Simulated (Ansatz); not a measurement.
## A constructed model of the (100) surface of fcc Ir, a pseudomorphic layer of Sc in the host's stacking (bottom of the slab: a bare face, its two planes held)

These are PBE (plane waves to 420 eV, PAW; Ansatz, a first-principles code) values and carry that method's errors.

Model: 7-atom slab, 12.3 Å thick at the start, 14x14x1 mesh, Fermi-Dirac 0.1 eV, dipole correction, 2 atoms held, the rest relaxed; held to the start's symmetry, so lower structures may exist; no spin, no spin-orbit, no U. It is one candidate, not shown to be the stable structure of the face.

```yaml
work_function_of_the_top_face: 4.35 eV
energy_released_by_relaxation: 0.54 eV
cost: very roughly 5 core-minutes
```
